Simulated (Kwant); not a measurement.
Device: normal lead on a InAs wire with induced superconductivity. Mass 0.023 mₑ, grid 10 nm, pairing Δ = 0.3 meV, chemical potential 0.54 meV in the wire and 6 meV in the lead, Rashba 0.033 eV nm, Zeeman energy 0.11 meV along the wire, barrier 17 meV × 30 nm; the superconducting wire is semi-infinite.

The device is made up for the run: typed textbook-type constants, with dimensions and the other settings drawn at random.

Kwant, Bogoliubov-de Gennes tight-binding model of one subband, both spins, coherent transport at 0 K. Conductance is in e²/h.

Task: Does the wire meet the condition for a Majorana end state, and what zero-bias conductance follows?

Result: √(Δ² + μ²) = 0.618 meV against a Zeeman energy of 0.110 meV: the condition is not met, so no quantised peak is due. Simulated G(0) = 2.7e-5 e²/h.
